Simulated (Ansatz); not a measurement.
System: BeS (model structure, started from the GeS type, Pnma, No. 62, 8 atoms in the cell). Method: PBE (Ansatz, a quantum-chemistry and plane-wave program, plane waves, PAW).

Numerical settings: plane-wave cutoff 520 eV, 6×18×16 k mesh (along the axes of the cell as run), Fermi–Dirac smearing 0.05 eV, scalar-relativistic PAW data made under PBE.

Cell (relaxed at this level):

```cif
data_Be4S4
_chemical_formula_sum 'Be4 S4'
_space_group_name_H-M_alt 'Pnma'
_space_group_IT_number 62
_space_group_name_Hall '-P 2ac 2n'
_cell_length_a 8.98566
_cell_length_b 3.43367
_cell_length_c 5.78365
_cell_angle_alpha 90.000
_cell_angle_beta 90.000
_cell_angle_gamma 90.000
loop_
_atom_site_label
_atom_site_type_symbol
_atom_site_symmetry_multiplicity
_atom_site_Wyckoff_symbol
_atom_site_fract_x
_atom_site_fract_y
_atom_site_fract_z
_atom_site_occupancy
Be1 Be 4 c 0.23826 0.25000 0.48931 1
S1 S 4 c 0.30135 0.25000 0.15780 1
```

Task: Estimate the band gap, smallest direct gap on the k points sampled and direct gap at Γ that the calculation returns.

Result: 
- band gap = 4.33 eV (indirect)
- smallest direct gap on the k points sampled = 4.37 eV
- direct gap at Γ = 4.83 eV

Note: the relaxation could raise the start's symmetry but not lower it, so the cell can be a saddle point; the cell has widely spaced layers and the level no dispersion term, so their spacing and the moduli can rest on weak binding.

The computed numbers hold no vibrational or temperature effects.

A model structure was made by putting elements into a prototype or built by hand; it is no filed structure, need not be a known phase, and can be a saddle point held by its symmetry.
